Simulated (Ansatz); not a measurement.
Response to strain in HfN

Start from HfN in the rock salt structure (space group Fm-3m, No. 225; a = 4.502 Å; relaxed with 0.1 eV smearing). Axes: x, y, z lie along the cube axes.

Strains are applied to the cell and any free atomic positions relax; under biaxial strain the out-of-plane vector relaxes too; under stress the whole cell relaxes.

Levels (all Ansatz, a first-principles code, PAW): PBEsol (420 eV, spin-orbit coupling left out); r2SCAN (500 eV, no spin-orbit coupling).

Pressures by level, all at the geometries relaxed with PBEsol:

```tsv
case	PBEsol	r2SCAN
base	0.0 GPa	4.6 GPa
biaxial strain −3.87 %, plane normal [001], relaxed out of plane	23.3 GPa	29.2 GPa
biaxial strain −3.00 %, plane normal [001], relaxed out of plane	17.1 GPa	22.6 GPa
biaxial strain −1.11 %, plane normal [001], relaxed out of plane	5.6 GPa	10.5 GPa
uniaxial stress, 5 GPa tension along x	-1.7 GPa	2.8 GPa
tensor shear ε_xz = −1.35 %	0.1 GPa	4.7 GPa
```

Single points use the geometry relaxed with PBEsol. Their cutoffs differ, which shifts pressures a little. Beyond what the load breaks, stability against distortions was not tested. All final runs are without spin polarisation. An odd electron count without spin: HfN.
